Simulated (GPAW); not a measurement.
**Worked example: self-consistent single point of BN (F-43m, 2 atoms in the cell) in GPAW**

Computed with PBE, GPAW PAW datasets PBE (gpaw-data 1.0.1) (plane waves; GPAW 25.7.0).

This input was run:

```python
from ase import Atoms
from ase.units import GPa
from gpaw import GPAW

atoms = Atoms(['B', 'N'],
              cell=[[0.000000, 1.792513, 1.792513],
                    [1.792513, 0.000000, 1.792513],
                    [1.792513, 1.792513, 0.000000]],
              positions=[[0.000000, 0.000000, 0.000000],
                         [2.688770, 2.688770, 2.688770]],
              pbc=True)

calc = GPAW(mode={'name': 'pw', 'ecut': 900},
            xc='PBE',
            kpts=(13, 13, 13),
            occupations={'name': 'fermi-dirac', 'width': 0.0},
            nbands=-8,
            convergence={'forces': 0.001, 'bands': -6},
            symmetry={'symmorphic': False, 'tolerance': 0.0005},
            maxiter=150,
            txt='-')

atoms.calc = calc

energy = atoms.get_potential_energy()
print('Energy (eV):', round(energy, 6))
forces = atoms.get_forces()
print('Forces (eV/Ang):')
print(forces.round(5))
stress = atoms.get_stress()
print('Stress (GPa, Voigt):', (stress / GPa).round(4))
```

Output, abridged:

```
Input parameters:
  convergence: {bands: -6,
                forces: 0.001}
  kpts: [13 13 13]
  maxiter: 150
  mode: {ecut: 900,
         name: pw}
  nbands: -8
  occupations: {name: fermi-dirac,
                width: 0.0}
  symmetry: {symmorphic: False,
             tolerance: 0.0005}
  xc: PBE

species:
  B:
    name: Boron
    Z: 5.0
    valence: 3
    core: 2
    charge: 0.0
    file: B.PBE.gz

    # Using partial waves for B as LCAO basis

  N:
    name: Nitrogen
    Z: 7.0
    valence: 5
    core: 2
    charge: 0.0
    file: N.PBE.gz

    # Using partial waves for N as LCAO basis

Reference energy: -2151.211071  # eV

Spin-paired calculation

Convergence criteria:
 Maximum [total energy] change in last 3 cyles: 0.0005 eV / valence electron
 Maximum integral of absolute [dens]ity change: 0.0001 electrons / valence electron
 Maximum integral of absolute [eigenst]ate change: 4e-08 eV^2 / valence electron
 Maximum change in the atomic [forces] across last 2 cycles: 0.001 eV/Ang OR
Maximum error relative to the maximum force is below inf
 Maximum number of scf [iter]ations: 150

Symmetries present (total): 24
Symmetries with fractional translations: 0
2197 k-points: 13 x 13 x 13 Monkhorst-Pack grid
84 k-points in the irreducible part of the Brillouin zone
       k-points in crystal coordinates                weights
   0:     0.00000000    0.00000000    0.00000000          1/2197
   1:     0.07692308    0.07692308    0.00000000          6/2197
   2:     0.07692308    0.07692308    0.07692308          8/2197
   [... 7 lines left out ...]
          ...
  83:     0.46153846    0.46153846    0.46153846          8/2197

Wave functions: Plane wave expansion
  Cutoff energy: 900.000 eV
  Number of coefficients (min, max): 693, 725
  Pulay-stress correction: 0.000000 eV/Ang^3 (de/decut=0.000000)

Occupation numbers: # Zero width

Eigensolver

Densities:
  Coarse grid: 18*18*18 grid
  Fine grid: 36*36*36 grid
  Total Charge: 0.000000

Density mixing:
  Method: separate
  Backend: pulay
  Linear mixing parameter: 0.05
  old densities: 5
  Damping of long wavelength oscillations: 50

Hamiltonian:
  XC and Coulomb potentials evaluated on a 36*36*36 grid
  External potential:
    NoExternalPotential

XC parameters: PBE with 2 nearest neighbor stencil

Number of atoms: 2
Number of atomic orbitals: 8
Number of bands in calculation: 12
Number of valence electrons: 8
Bands to converge: 6

Density initialized from atomic densities
  8 bands from LCAO basis set
  4 bands from random numbers

Atomic positions and initial magnetic moments

Positions:
   0 B      0.000000    0.000000    0.000000    ( 0.0000,  0.0000,  0.0000)
   1 N      2.688770    2.688770    2.688770    ( 0.0000,  0.0000,  0.0000)

Unit cell:
           periodic     x           y           z      points  spacing
  1. axis:    yes    0.000000    1.792513    1.792513    18     0.1150
  2. axis:    yes    1.792513    0.000000    1.792513    18     0.1150
  3. axis:    yes    1.792513    1.792513    0.000000    18     0.1150

  Lengths:   2.534996   2.534996   2.534996
  Angles:   60.000000  60.000000  60.000000

Effective grid spacing dv^(1/3) = 0.1255

     iter     time        total  log10-change:
                         energy   eigst   dens  force
iter:   1 --:--:--   -18.369354   +1.07
iter:   2 --:--:--   -18.191584   -0.75  -0.76
iter:   3 --:--:--   -17.535247   -1.34  -0.80
iter:   4 --:--:--   -17.515742   -2.79  -1.17
iter:   5 --:--:--   -17.499646   -2.14  -1.29
iter:   6 --:--:--   -17.499809   -3.51  -2.08
iter:   7 --:--:--   -17.498725c  -3.69  -2.17
iter:   8 --:--:--   -17.498712c  -5.98  -3.17
iter:   9 --:--:--   -17.498706c  -5.86  -3.44
iter:  10 --:--:--   -17.498708c  -6.82  -3.56
iter:  11 --:--:--   -17.498708c  -8.80c -4.93c
iter:  12 --:--:--   -17.498708c -10.38c -4.95c -15.96c

Converged after 12 iterations.

Dipole moment: (1.713782, 1.713782, 1.713782) |e|*Ang

Energy contributions relative to reference atoms: (reference = -2151.211071)

Kinetic:        +18.850467
Potential:      -17.560497
External:        +0.000000
XC:             -18.910439
Entropy (-ST):   +0.000000
Local:           +0.121761
SIC:             +0.000000
--------------------------
Free energy:    -17.498708
Extrapolated:   -17.498708

Showing only first 2 kpts
 Kpt  Band  Eigenvalues  Occupancy
  0     2     10.46253    2.00000
  0     3     10.46254    2.00000
  0     4     19.41294    0.00000
  0     5     19.41294    0.00000

  1     2      9.97490    2.00000
  1     3      9.97491    2.00000
  1     4     19.12080    0.00000
  1     5     20.06624    0.00000

Fermi level: 12.74970

Gap: 4.574 eV
Transition (v -> c):
  (s=0, k=0, n=3, [0.00, 0.00, 0.00]) -> (s=0, k=77, n=4, [0.46, 0.46, 0.00])
Direct/indirect transitions are different
Direct gap: 8.950 eV
Transition at: (s=0, k=0, n=3, [0.00, 0.00, 0.00])
Energy (eV): -17.498708

Forces in eV/Ang:
  0 B     0.00000    0.00000   -0.00000
  1 N    -0.00000    0.00000   -0.00000

Stress tensor:
    -0.079920    -0.000000    -0.000000
    -0.000000    -0.079920     0.000000
    -0.000000     0.000000    -0.079920
Stress (GPa, Voigt): [-12.8045 -12.8045 -12.8045   0.      -0.      -0.    ]
```

The run converged in 12 iterations. GPAW prints stress with tension positive.

At such cutoffs GPAW's stress carries a finite-basis (Pulay) error, which enters relaxed cells too; its log prints stress with tension positive.

The starting cell comes from a database of computed structures (which also holds hypothetical and non-ambient phases and stackings), without a prior relaxation at this level. Its lattice was rescaled by a random factor within 2.5 % of one. Another mesh or the band path of this cell gives a smaller gap, so this value is not converged in the mesh.
